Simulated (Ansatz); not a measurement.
Band structure of Re3Os (P6_3/mmc, 8 atoms in the cell).

```
Re3Os
1.0
    5.53102     0.00000     0.00000
   -2.76551     4.79000     0.00000
    0.00000     0.00000     4.41334
Re Os
6 2
Direct
  0.83454   0.16546   0.75000
  0.16546   0.83454   0.25000
  0.66908   0.83454   0.25000
  0.33092   0.16546   0.75000
  0.83454   0.66908   0.75000
  0.16546   0.33092   0.25000
  0.66667   0.33333   0.25000
  0.33333   0.66667   0.75000
```

Method of the run: PBEsol, PAW files made with PBE (plane waves; Ansatz, a program for electronic structure).

Settings: basis.ecutwfc = 420 eV; kpoints.mp_grid.grid = 4 4 5; hamiltonian.xc = pbesol; hamiltonian.pseudopotentials = {kind: paw} (the program's default PAW files); scf.occupations.method = gaussian; scf.occupations.width = 0.136 eV; kpoints.band_path.npoints = 8.

The starting cell comes from a database of computed structures (which also holds hypothetical and non-ambient phases and stackings), without a prior relaxation at this level. Spin-orbit coupling is off. Spin polarisation is off.

Levels in eV from the Fermi level, bands 59 to 66:
| point | 59 | 60 | 61 | 62 | 63 | 64 | 65 | 66 |
|---|---|---|---|---|---|---|---|---|
| Γ | -0.73 | -0.73 | -0.31 | -0.31 | 0.56 | 2.97 | 2.97 | 3.27 |
| M | -0.91 | -0.85 | 0.13 | 0.22 | 0.25 | 0.49 | 0.84 | 1.10 |
| K | -0.60 | -0.38 | 0.07 | 0.07 | 0.08 | 1.10 | 1.22 | 1.22 |
| A | 0.53 | 0.53 | 0.73 | 0.73 | 0.73 | 0.73 | 2.19 | 2.19 |
| L | -0.73 | -0.73 | -0.55 | -0.55 | -0.30 | -0.30 | 1.90 | 1.90 |
| H | -0.59 | -0.59 | -0.47 | -0.47 | -0.10 | -0.10 | 2.45 | 2.45 |

Bands cross the Fermi level along this path, so the cell is metallic at this level.

Keys are those of Ansatz 0.2.
